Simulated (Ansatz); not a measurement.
## A computed series for LiBr: response to strain

The parent structure is LiBr in the wurtzite structure (space group P6_3mc, No. 186; a cell from a computed database, its experimental status unchecked).

```xyz
4
Lattice="4.1356 0.0000 0.0000 -2.0678 3.5815 0.0000 0.0000 0.0000 6.6198" Properties=species:S:1:pos:R:3 pbc="T T T"
Li     2.0678     1.1938     5.8116
Li     0.0000     2.3877     2.5018
Br     2.0678     1.1938     3.2905
Br     0.0000     2.3877     6.6004
```

Cartesian axes are those of the cell as printed.

Strains are applied to the cell and any free atomic positions relax; under biaxial strain the out-of-plane vector relaxes too.

Level of theory: PBEsol (Ansatz, a quantum-chemistry and plane-wave program, PAW, no spin-orbit coupling), earlier PAW set.

```json
[
 {"biaxial strain, plane normal [001], relaxed out of plane (%)": "-3.71", "out-of-plane strain (%)": "3.73"},
 {"biaxial strain, plane normal [001], relaxed out of plane (%)": "-1.32", "out-of-plane strain (%)": "?"},
 {"biaxial strain, plane normal [001], relaxed out of plane (%)": "-1.19", "out-of-plane strain (%)": "1.26"},
 {"biaxial strain, plane normal [001], relaxed out of plane (%)": "-1.01", "out-of-plane strain (%)": "1.07"},
 {"biaxial strain, plane normal [001], relaxed out of plane (%)": "0", "out-of-plane strain (%)": "0.00"}
]
```

Fit ε⊥ = −νε + γε² (strains in %) to the rows shown and predict the withheld row.

Least squares on the printed values gives ν = 1.08 (the biaxial Poisson response) and γ = -0.021 (largest residual 0.00 %); this predicts 1.39 %, and the run gives 1.39 %, in agreement.

Stability against distortions was not tested. This is not the structure that LiBr has at room temperature and ambient pressure.
